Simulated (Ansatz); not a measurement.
Base system: TlBr in the CsCl type structure (space group Pm-3m, No. 221).

```
CELL_PARAMETERS angstrom
      3.83953     0.00000     0.00000
      0.00000     3.83953     0.00000
      0.00000     0.00000     3.83953
ATOMIC_POSITIONS crystal
  Tl 0.00000 0.00000 0.00000
  Br 0.50000 0.50000 0.50000
```

Computed with Ansatz (an electronic-structure program) LDA, scalar-relativistic without spin-orbit coupling.

Before the change:

| Property | Result |
|---|---|
| Valley order | X along ⟨100⟩ 1.37 eV; R along ⟨111⟩ 1.49 eV |

One thing is altered: a negative pressure, −1 GPa.

Q: How does this affect the valley order?

A: The valley order (the lowest conduction-band minima on the path, energy above the VBM, named in the base's zone) changes from X along ⟨100⟩ 1.37 eV; R along ⟨111⟩ 1.49 eV to X along ⟨100⟩ 1.46 eV; R along ⟨111⟩ 1.64 eV.

Q: Estimate the effect on the mean gap deformation potential ΔEg/Δln V.

A: The mean gap deformation potential ΔEg/Δln V amounts to +3.0 eV.

With Tl present, leaving out spin-orbit coupling can change the band edges. Load acts through the strain it causes; cell and atoms are relaxed under it. No phonon test of stability was made.
